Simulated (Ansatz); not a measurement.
Start from Pt in the fcc (Cu type) structure (space group Fm-3m, No. 225).

```cif
data_Pt
_chemical_formula_sum 'Pt1'
_space_group_name_H-M_alt 'P 1'
_space_group_IT_number 1
_cell_length_a 2.77063
_cell_length_b 2.77063
_cell_length_c 2.77063
_cell_angle_alpha 60.000
_cell_angle_beta 60.000
_cell_angle_gamma 60.000
loop_
_space_group_symop_operation_xyz
  'x, y, z'
loop_
_atom_site_label
_atom_site_type_symbol
_atom_site_fract_x
_atom_site_fract_y
_atom_site_fract_z
_atom_site_occupancy
Pt1 Pt 0.00000 0.00000 0.00000 1
```

Method: Kohn–Sham DFT with the PBEsol functional, run in Ansatz (a quantum-chemistry and plane-wave program) with PAW and 420 eV plane waves, spin-orbit coupling left out.

One change was made to it. Results:

```json
[
 {"quantity": "shortest interatomic distance", "base": "277.1 pm", "after": "277.7 pm"},
 {"quantity": "density", "base": "21.54 g/cm³", "after": "21.39 g/cm³"}
]
```

Question: What was done to the base?
A) pressure 0.3 GPa
B) pressure −2 GPa
C) pressure 1.5 GPa
D) pressure 5 GPa
E) pressure −1 GPa

Answer: B, pressure −2 GPa. For comparison, the density in the other runs: pressure 5 GPa gives 21.90 g/cm³; pressure 0.3 GPa gives 21.56 g/cm³; pressure 1.5 GPa gives 21.65 g/cm³; pressure −1 GPa gives 21.46 g/cm³.

Load acts through the strain it causes; cell and atoms are relaxed under it. Whether these cells are dynamically stable was not tested. No other phases were tried under pressure. The final runs are not spin-polarised.
